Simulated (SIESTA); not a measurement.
Worked example: self-consistent single point of a sheet of SnO (4 atoms in the cell) in SIESTA.

Method of the run: GGA PBE, numerical atomic orbitals DZP, PseudoDojo PBE standard norm-conserving potentials (rewritten from UPF to PSML) in SIESTA.

```
SnO
1.0
    3.67902     0.00000     0.00000
    0.00000     3.67902     0.00000
    0.00000     0.00000    16.22535
Sn O
2 2
Direct
  0.50000   0.00000   0.56858
  0.00000   0.50000   0.43142
  0.00000   0.00000   0.50000
  0.50000   0.50000   0.50000
```

Reference input (self-consistent single point, DFT, GGA PBE, numerical atomic orbitals DZP, PseudoDojo PBE standard norm-conserving potentials (rewritten from UPF to PSML)): XC.functional = GGA; XC.authors = PBE; potentials = PseudoDojo PBE standard; PAO.BasisSize = DZP; PAO.EnergyShift = 0.01 Ry; MeshCutoff = 400 Ry; kgrid.MonkhorstPack = 5 5 1; OccupationFunction = MP; OccupationMPOrder = 0; ElectronicTemperature = 580.23 K; MaxSCFIterations = 150; SCF.Mixer.Method = Pulay. This run's input differs from it in these lines:

```diff
@@ -30,4 +30,4 @@
 %block kgrid.MonkhorstPack
-    5   0   0  0.0
-    0   5   0  0.0
+    7   0   0  0.0
+    0   7   0  0.0
     0   0   1  0.0
```

Output, abridged:

```
        iscf     Eharris(eV)        E_KS(eV)     FreeEng(eV)     dDmax    Ef(eV) dHmax(eV)
   scf:    1    -5176.373148    -5184.441591    -5184.441591  0.673951 -2.025194  7.706152
   scf:    2    -5187.552064    -5186.103516    -5186.103516  0.051601 -3.420345  4.751340
   scf:    3    -5188.419893    -5187.556351    -5187.556351  0.083357 -3.260002  2.661500
   scf:    4    -5187.821877    -5187.743325    -5187.743325  0.141879 -2.706568  1.657687
   scf:    5    -5184.225129    -5186.326335    -5186.326335  0.078294 -3.194945  7.606768
   [... 4 lines left out ...]
   scf:   10    -5187.811123    -5187.811123    -5187.811123  0.000014 -2.679989  0.006445
   scf:   11    -5187.811124    -5187.811124    -5187.811124  0.000082 -2.680277  0.002051
   scf:   12    -5187.811124    -5187.811124    -5187.811124  0.000034 -2.680365  0.000063
   scf:   13    -5187.811124    -5187.811124    -5187.811124  0.000007 -2.680357  0.000015
SCF Convergence by DM+H criterion
max |DM_out - DM_in|         :     0.0000070651
max |H_out - H_in|      (eV) :     0.0000151618
SCF cycle converged after 13 iterations

Using DM_out to compute the final energy and forces

siesta: E_KS(eV) =            -5187.8111

siesta: E_KS - E_eggbox =     -5187.8111

siesta: Atomic forces (eV/Ang):
     1   -0.000000   -0.000000    3.180458
     2    0.000000   -0.000000   -3.180458
     3    0.000000    0.000000    0.000000
     4    0.000000    0.000000   -0.000000
   Tot    0.000000   -0.000000   -0.000000
   Max    3.180458
   Res    1.298416    sqrt( Sum f_i^2 / 3N )
   Max    3.180458    constrained

Stress tensor Voigt[x,y,z,yz,xz,xy] (kbar):      -58.16      -58.16      -51.65       -0.00        0.00        0.00
(Free)E + p*V (eV/cell)    -5180.1361
   [... lines left out ...]
siesta: FreeEng =     -5187.811124
   [... lines left out ...]

siesta: Cell volume =        219.612622 Ang**3

siesta: Pressure (static):
siesta:                Solid            Molecule  Units
siesta:           0.00038063          0.00026363  Ry/Bohr**3
siesta:           0.03494784          0.02420529  eV/Ang**3
siesta:          55.99260560         38.78114338  kBar

siesta: Electric dipole (a.u.)  =   -0.000000   -0.000000   -0.000000
siesta: Electric dipole (Debye) =   -0.000000   -0.000000   -0.000000
```

The run converged in 13 iterations. Against the reference run the free energy stays essentially unchanged (within 1 meV/atom), the largest force hardly changes (3.177 to 3.180 eV/Å) and the gap on the mesh goes from 2.997 to 3.008 eV.

The starting cell was generated: these elements placed on a structure prototype, without a prior relaxation; it need not be a known phase or ordering of this composition. Its lattice was rescaled in the plane by a random factor within 2.5 % of one. Values carry the incompleteness of an atom-centred basis. Forces in this geometry exceed 1 eV/Å.
